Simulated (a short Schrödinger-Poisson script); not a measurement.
Solved with a short Schrödinger-Poisson script written for these runs: 1D Poisson equation in equilibrium, electrons quantum, Hartree (BenDaniel-Duke, 12 states a valley, the channel's in-plane mass for all, wave functions ending at the dielectric), parabolic valleys, classical holes, full ionisation, no traps, pinning or gate leakage.

System: MOS inversion layer, SiO2 on p-type Si(110), at 300 K.

From the gate side: 3.8 nm SiO2; 580 nm Si, acceptors 5.4e17 cm⁻³.

Constants are typed, rounded textbook-type inputs, not results; the design itself was drawn at random and stands for no fabricated device. SiO2: permittivity 3.9, conduction-band edge (eV) 3.15, gap (eV) 9, electron mass (mₑ) 0.5. Si: permittivity 11.7, conduction-band edge (eV) 0, gap (eV) 1.124, Nv at 300 K (cm⁻³) 3.1e19.

Channel valleys (confinement mass, in-plane density-of-states mass, number): Δ4 0.315, 0.324, 4; Δ2 0.19, 0.417, 2. At the gate the conduction-band edge of layer 1 lies 3.41 eV − eVg above the Fermi level of the channel; the field vanishes at the back. Gaps are held at their typed values at every temperature. Mesh 0.03 nm at interfaces.

Give the capacitance at Vg = 3 V (μF/cm²); the lowest subband against the Fermi level at Vg = 3 V (meV); the centroid of the channel electrons at Vg = 3 V (nm).

capacitance at Vg = 3 V (μF/cm²): 0.815; lowest subband against the Fermi level at Vg = 3 V (meV): 1.5; centroid of the channel electrons at Vg = 3 V (nm): 1.72.
